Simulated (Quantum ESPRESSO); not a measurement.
Troubleshooting Quantum ESPRESSO: a failed run on ZnS (F-43m, 2 atoms in the cell). The aim is a self-consistent single point with DFT, PBE, plane waves, SSSP 1.1.2 efficiency (PBE) pseudopotentials.

The input file:

```fortran
&CONTROL
 calculation = 'scf'
 prefix = 'zns'
 outdir = './tmp'
 pseudo_dir = './'
 tprnfor = .true.
 tstress = .true.
/
&SYSTEM
 ibrav = 2
 A = 5.3819820000
 nat = 2
 ntyp = 2
 ecutwfc = 50
 ecutrho = 400
 occupations = 'fixed'
 nbnd = 21
/
&ELECTRONS
 conv_thr = 1.0d-10
 mixing_beta = 0.3
/
ATOMIC_SPECIES
Zn    65.3800  Zn_pbe_v1.uspp.F.UPF
S     32.0600  S_PBE_V1.4.USPP.f.upf
ATOMIC_POSITIONS {angstrom}
Zn    0.0000000000    0.0000000000    0.0000000000
S    -1.3454955000    1.3454955000    1.3454955000
K_POINTS {automatic}
6 6 6  0 0 0
```

Output (repeated stretches shortened):

```
 %%%%%%%%%%%%%%%%%%%%%%%%%%%%%%%%%%%%%%%%%%%%%%%%%%%%%%%%%%%%%%%%%%%%%%%%%%%%%%
     Error in routine readpp (1):
     file ./S_PBE_V1.4.USPP.f.upf not found
 %%%%%%%%%%%%%%%%%%%%%%%%%%%%%%%%%%%%%%%%%%%%%%%%%%%%%%%%%%%%%%%%%%%%%%%%%%%%%%

     stopping ...
```

**Question.** From the messages shown, name the fault and mend the input.

**Answer.** The fault is a potential or basis that cannot be found. The input names a file or set that is not where the program looks, or that does not exist under that name. To fix it, correct the name or place the file. The program stopped before any SCF iteration.

An input that runs soundly differs in these lines (not the only fix; some lines may just follow from the change or write a value another way):
```diff
-S     32.0600  S_PBE_V1.4.USPP.f.upf
+S     32.0600  s_pbe_v1.4.uspp.F.UPF
```

With that input, the run converged in 10 iterations: free energy E − TS -6609.2519 eV; top of the valence band (on the code's own zero) 6.92 eV; gap on the k-point mesh 2.16 eV; pressure 2.38 GPa (DFT, PBE, plane waves, SSSP 1.1.2 efficiency (PBE) pseudopotentials).

On the sound input: the starting cell comes from a database of computed structures (which also holds hypothetical and non-ambient phases and stackings), without a prior relaxation at this level. Its lattice was rescaled by a random factor within 2.5 % of one.
